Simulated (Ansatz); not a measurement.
Levels about the gap of amorphous Si30N44Zr3 (77 atoms in a cell of 872 Å³, 3.30 g/cm³; zone centre alone, so wide bands show as single levels with stretches between that a denser mesh fills), at the geometry that PBE relaxed, where it gives 0.1 GPa on a denser mesh. The participation number counts the atoms over which a state spreads; weights are charges in smoothed Voronoi cells. The levels come from a single point, so bond lengths are those of that geometry. Method of the levels: PBE, scalar-relativistic without spin-orbit coupling (Ansatz, a quantum-chemistry and plane-wave program). Sampling: the zone centre alone; Fermi-Dirac width 0.02 eV; no spin polarisation. At PBE the levels at both edges of the gap are localised (band-tail or defect states), and the nearest spread-out levels lie 2.9 eV apart at the zone centre.

A CHGNet melt-quench gave the starting glass, which DFT then relaxed. N atoms were pushed apart under 1.9 Å during the dynamics, to hinder bonds among them. The hot cell started wider than the set density and was brought back towards it in steps. It is the lowest in DFT energy of 2 quenches. It is a model cell: composition and starting density were chosen by hand, and all elements were melted together. No dispersion term was used. Its density started from a set value of 3.30 and ended at 3.30 g/cm³. The simulated quench (nominally 380 K/ps over its main leg) is rapid and tends to freeze in more defects than a deposited or slowly cooled glass has. Values belong to this one cell and scatter from quench to quench. Volume and shape were free in the relaxation.

| E - E(highest filled), eV | filling | participation number | largest on | weight N | weight Zr | weight Si |
|---|---|---|---|---|---|---|
| -0.61 | filled | 26.5 | N, 3 neighbours | 0.88 | 0.02 | 0.10 |
| -0.46 | filled | 21.0 | N, 3 neighbours | 0.89 | 0.02 | 0.09 |
| -0.39 | filled | 18.2 | N, 3 neighbours | 0.89 | 0.02 | 0.09 |
| -0.24 | filled | 12.4 | N, 3 neighbours | 0.89 | 0.02 | 0.10 |
| -0.23 | filled | 18.2 | N, 3 neighbours | 0.90 | 0.02 | 0.08 |
| -0.15 | filled | 14.7 | N, 3 neighbours | 0.89 | 0.02 | 0.09 |
| 0.00 | filled | 6.5 | N, 3 neighbours | 0.89 | 0.02 | 0.10 |
| 2.41 | empty | 3.2 | Zr, 4 neighbours | 0.30 | 0.57 | 0.13 |
| 2.67 | empty | 5.8 | Zr, 4 neighbours | 0.31 | 0.55 | 0.14 |
| 2.77 | empty | 15.7 | Zr, 6 neighbours | 0.39 | 0.35 | 0.26 |
| 2.87 | empty | 7.1 | Zr, 6 neighbours | 0.31 | 0.57 | 0.12 |
| 3.04 | empty | 6.7 | Zr, 6 neighbours | 0.35 | 0.44 | 0.21 |
| 3.20 | empty | 5.7 | Zr, 6 neighbours | 0.35 | 0.52 | 0.13 |
| 3.30 | empty | 12.0 | Zr, 4 neighbours | 0.36 | 0.45 | 0.19 |

Most localised among these is the empty level at +2.41 eV, on a Zr atom, which has 4 neighbours (N 2.05 Å, N 2.07 Å, N 2.19 Å, N 2.27 Å).
